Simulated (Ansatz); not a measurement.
Results of LDA in Ansatz (plane waves, PAW) for PtAu (R-3m, No. 166, 2 atoms in the cell; start mp-1219709).

Run with plane-wave cutoff 520 eV, 22×22×22 k mesh, Fermi–Dirac smearing 0.05 eV, scalar-relativistic PAW data made under PBE.

Cell (relaxed at this level):

```cif
data_AuPt
_chemical_formula_sum 'Pt1 Au1'
_space_group_name_H-M_alt 'P 1'
_space_group_IT_number 1
_cell_length_a 4.91008
_cell_length_b 4.91008
_cell_length_c 4.91008
_cell_angle_alpha 32.964
_cell_angle_beta 32.964
_cell_angle_gamma 32.964
loop_
_space_group_symop_operation_xyz
  'x, y, z'
loop_
_atom_site_label
_atom_site_type_symbol
_atom_site_fract_x
_atom_site_fract_y
_atom_site_fract_z
_atom_site_occupancy
Pt1 Pt 0.50000 0.50000 0.50000 1
Au1 Au 0.00000 0.00000 0.00000 1
```

Task: Give the computed bulk modulus B0.

Result: 
bulk modulus B0: 249 GPa

The run finds no gap.

Note: the bulk modulus is −V dP/dV from two relaxed cells at ±2 % in volume; the relaxation could not lower the start's symmetry, so the cell can be a saddle point above a distorted one.

Spin–orbit coupling is not included; it can shift volumes and moduli of such heavy elements.

It cost very roughly 6 core-minutes of CPU time.

A start named mp-… is a Materials Project structure, which need not be a measured phase.

Ansatz is a quantum-chemistry and plane-wave program.
